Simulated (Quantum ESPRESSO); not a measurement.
Pressure against volume in rock-salt CaO (space group 225) (Quantum ESPRESSO, PBEsol)

```
CELL_PARAMETERS angstrom
      0.00000     2.33517     2.33517
      2.33517     0.00000     2.33517
      2.33517     2.33517     0.00000
ATOMIC_POSITIONS crystal
  Ca 0.00000 0.00000 0.00000
  O  0.50000 0.50000 0.50000
```

Method of the run: PBEsol, GBRV 1.5 ultrasoft (PBESOL) pseudopotentials (plane waves; Quantum ESPRESSO). Settings: ecutwfc = 52 Ry; ecutrho = 260 Ry; occupations = smearing; smearing = fermi-dirac; degauss = 0.000734986 Ry; potentials = {Ca: ca_pbesol_v1.uspp.F.UPF, O: o_pbesol_v1.2.uspp.F.UPF}; K_POINTS = automatic 12 12 12 0 0 0; conv_thr = 1e-10 Ry. The cell above is the first row's. The rows scale it uniformly. In all rows fractional positions and the k mesh are held.

```
V (Å^3/atom)  P (GPa)
------------  -------
12.734              ?
13.011           5.03
13.287           2.25
13.564          -0.23
13.841          -2.45
14.118          -4.44
14.395          -6.22
14.671          -7.82
14.948          -9.25
```

Problem. Using a cubic, estimate the missing P at V = 12.734 from the other rows, showing the fit.

Solution. With u = V - 14.0, the rows have u = -0.9890, -0.7130, -0.4360, -0.1590, 0.1180, 0.3950, 0.6710, 0.9480. Least squares gives P = -3.623 - 7.1133·u + 1.4394·u² - 0.2128·u³. Residuals (row less fit): 0.004, -0.008, 0.000, 0.005, 0.003, 0.001, -0.008, 0.004; standard error 0.007 (degrees of freedom: 4). The fitted pressure is zero at V0 = 13.54, where dP/dV = -8.583, so B0 = -V0·dP/dV = 116 GPa. At the withheld row, u = -1.2660, so P = -3.623 - 7.1133 × (-1.2660) + 1.4394 × (-1.2660)² - 0.2128 × (-1.2660)³ = 8.121 GPa. The calculation gives 8.12 GPa, which the fit meets to the printed digits. The row lies outside the fitted rows, so this is an extrapolation. From the scatter of the fitted rows alone, a prediction at this place has a standard error of 0.018 GPa, so the miss is 0.1 times that.

Carrying the step between the two nearest rows on in a straight line would have given 7.82, off by 0.30; series whose last step already gives the withheld value aren't shown. The scan was laid around a cell of about the measured size, scaled by a guess for this functional. The runs keep the symmetry of the cell, so they don't test it for distortions. Cutoffs and mesh are single choices, not tested for convergence of this quantity. Series with a scatter that would blur these digits, or in which a gap closes, are not shown.
